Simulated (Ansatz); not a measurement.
Consider Mg2Ge in the anti-fluorite structure (space group Fm-3m, No. 225; a = 6.3640 Å).

Level of theory: Ansatz (a first-principles code), PBEsol, PAW, cutoff 420 eV, no spin-orbit coupling, earlier PAW set.

Before the change:

* **Lattice parameter a**: 6.364 Å

Now apply this change: a hydrostatic pressure of 1.5 GPa.

### Question
Estimate the effect on the lattice parameter a.

### Answer
The lattice parameter a drops by 0.057 Å, from 6.364 Å to 6.307 Å.

Load acts through the strain it causes; cell and atoms are relaxed under it. No phonon test of stability was made.
